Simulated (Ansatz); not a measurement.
Functionals compared on the (111) surface of fcc Pd in its 1x1 cell, outermost plane spacing 2.28 Å in the ideal cut, in Ansatz (plane waves, PAW). The structure was relaxed with PBE; the other rows are single points on it, each with its references at the same level. Cutoff 420 eV (500 eV for r2SCAN).

Model: 6-atom slab, 11.4 Å thick at the start, 15x15x1 mesh, Fermi-Dirac 0.1 eV, dipole correction, all atoms relaxed; symmetry of the start imposed; no spin, no spin-orbit, no U. These notes are the PBE run's.

| functional | surface energy (J/m²) | work function of the top face (eV) | rough cost of the single point |
|---|---|---|---|
| PBE | 1.37 | 5.21 | – |
| LDA | 1.95 | 5.64 | about 8 core-seconds (a rough figure) |
| PBEsol | 1.74 | 5.35 | roughly 8 core-seconds |
| RPBE | 1.12 | 5.02 | around 8 core-seconds (rough) |
| r2SCAN | 1.59 | 5.20 | around 30 core-seconds (rough) |

Ansatz is an electronic-structure program.
